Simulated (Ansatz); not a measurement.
Pd₃AlN (model structure, started from the Ni3MgC type, Pm-3m, No. 221, 5 atoms in the cell), treated with r²SCAN in Ansatz (PAW).

Settings: plane-wave cutoff 560 eV, 14×14×14 k mesh, Fermi–Dirac smearing 0.05 eV, scalar-relativistic PAW data made under PBE.

Cell (relaxed at this level):

```
AlPd3N
1.0
    4.10412     0.00000     0.00000
    0.00000     4.10412     0.00000
    0.00000     0.00000     4.10412
Al Pd N
1 3 1
Direct
  0.00000   0.00000   0.00000
  0.00000   0.50000   0.50000
  0.50000   0.00000   0.50000
  0.50000   0.50000   0.00000
  0.50000   0.50000   0.50000
```

Q: What does this level give for the bulk modulus?

A: 
* **bulk modulus**: 184 GPa

The run finds no gap.

Note: the bulk modulus is −V dP/dV from two relaxed cells at ±2 % in volume; the relaxation could raise the start's symmetry but not lower it, so the cell can be a saddle point.

Computed values are for the static lattice.

It cost around 2.1 core-minutes (rough) of CPU time.

A model structure was made by putting elements into a prototype or built by hand; it is no filed structure, need not be a known phase, and can be a saddle point held by its symmetry.

Ansatz is a quantum-chemistry and plane-wave program.
